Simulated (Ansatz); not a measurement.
An Ansatz (a program for electronic structure) run: CsPbCl3 with a change (Cs → Sr); DFT with PBEsol, PAW potentials and a 420 eV plane-wave cutoff in Ansatz, no SOC, earlier PAW set.

Input:

Ansatz 0.2 input:
```yaml
crystal:
  lattice:
    - [5.5842839683, 0, 0]
    - [0, 5.5842839683, 0]
    - [0, 0, 5.5842839683]
  atoms:
    - { symbol: Sr, position: [0, 0, 0] }
    - { symbol: Pb, position: [0.5, 0.5, 0.5] }
    - { symbol: Cl, position: [0, 0.5, 0.5] }
    - { symbol: Cl, position: [0.5, 0.5, 0] }
    - { symbol: Cl, position: [0.5, 0, 0.5] }
basis: { ecutwfc: 420, ecutrho_ratio: 4, xc_grid: 2, fft_grid_basis: typed }
kpoints: { mp_grid: { grid: [9, 9, 9] } }
hamiltonian:
  xc: pbesol
  dispersion: none
  pseudopotentials: { azcp: { folder: ./paw }, kind: paw }
scf: { occupations: { method: fermi_dirac, width: 0.05 }, convergence: { dr2_threshold: 0.0000000005 } }
output: { forces: true, stress: true }
checkpoint: { write: state.ck, write_every: 1000 }
```

Output (explanatory and most iteration lines left out):

```
Pseudopotential: Sr, paw, valence charge 10
Pseudopotential: Pb, paw, valence charge 14
Pseudopotential: Cl, paw, valence charge 7
Crystal: 5 atoms, lattice volume = 174.142 Å³
Basis set: ecut = 420 eV, 3407 PW (Γ), exchange–correlation on 80×80×80 points (8 copies of the dense FFT grid, shifted against one another)
Bands: 28, of which v1, the nominal top of the filled ones, is band 23 counted from 1 (22 counted from 0)
Symmetry: 48 space group operations
Space group: Pm-3m (ITA 221), of the structure as read, at distance tolerance 5.6e-5 Å
k-points: 35 of 729
Functional: x = pbesol(κ = 0.804, μ = 0.12345679012345678), c = pbesol(β = 0.046)
SCF iter   1: F=—  HF=-18438.681355 eV  |F-HF|=—  |Δ(HF+E_count)|=         —  Δρ=3.08e-2  dr2=3.92e0  ethr=3.10e-3  ⟨swp⟩=12.9  Hψ=13841  notcnv=0  defer=2
SCF iter   2: F=—  HF=-18437.802855 eV  |F-HF|=—  |Δ(HF+E_count)|=   8.78e-1  Δρ=1.53e-2  dr2=1.39e0  ethr=3.10e-3  ⟨swp⟩=3.7  Hψ=2738  notcnv=0  defer=35
SCF 1 converged in 11 iterations: F = -18437.219899 eV  dr2 = 3.93e-10
SCF converged after 11 iterations
Free energy (F): -18437.219899 eV
Internal energy: -18437.197351 eV  (E = F + TS)
E sigma→0 (E₀):  -18437.208625 eV
Entropy (-TS):   -0.022547 eV (-4.509 meV/atom)
Fermi energy:    6.392127 eV
--- Forces (eV/Å), atoms counted from 1 ---
  atom   1  Sr    -0.00000000     0.00000000     0.00000000
  atom   2  Pb     0.00000000    -0.00000000    -0.00000000
  atom   3  Cl     0.00000000     0.00000000     0.00000000
  atom   4  Cl     0.00000000    -0.00000000     0.00000000
  atom   5  Cl    -0.00000000     0.00000000     0.00000000
--- Stress (GPa, compression-positive) ---
        0.000015      -0.000000       0.000000
       -0.000000       0.000015       0.000000
        0.000000       0.000000       0.000015
  P = ⅓ Tr σ = 0.0000 GPa (0.000 kbar)
```

No phonon test of stability was made. The final runs are not spin-polarised. An odd electron count without spin: SrPbCl3. The cell was made from CsPbCl3 by this change: Cs → Sr; the result is a hypothetical phase, not in the database extracts checked. Many cubic perovskites are stable only at high temperature; tilts and polar distortions were not tested.
